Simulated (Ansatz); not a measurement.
Si3N4 (P6₃/m, No. 176), treated with LDA (PAW; Ansatz, a quantum-chemistry and plane-wave program).

Numerical settings: plane-wave cutoff 520 eV, 6×6×12 k mesh (along the axes of the cell as run), Fermi–Dirac smearing 0.01 eV, scalar-relativistic PAW data made under PBE.

Computed at the level's own relaxed cell.

### Question
What does this level give for the band gap, smallest direct gap on the k points sampled, lattice parameter a and c axis length?

### Answer

band gap: 4.22 eV (indirect)
smallest direct gap on the k points sampled: 4.43 eV
lattice parameter a: 7.574 Å
c axis length: 2.891 Å

Static lattice: no zero-point or thermal effects.
